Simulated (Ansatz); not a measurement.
Given:

```
MgS
1.0
    0.00000     2.60156     2.60156
    2.60156     0.00000     2.60156
    2.60156     2.60156     0.00000
S Mg
1 1
Direct
  0.00000   0.00000   0.00000
  0.50000   0.50000   0.50000
```

No spin polarisation.

Method: r2SCAN (Ansatz, a program for electronic structure), no SOC. Γ-centred 11×11×11 mesh, Fermi–Dirac width 0.05 eV.

### Question
Predict the smallest direct gap and gap character.

### Answer
```json
{
 "smallest_direct_gap": "4.64 eV",
 "gap_character": "indirect, Γ → X"
}
```

No phonon test of stability was made. The cell was made from MgSe by this change: Se → S.
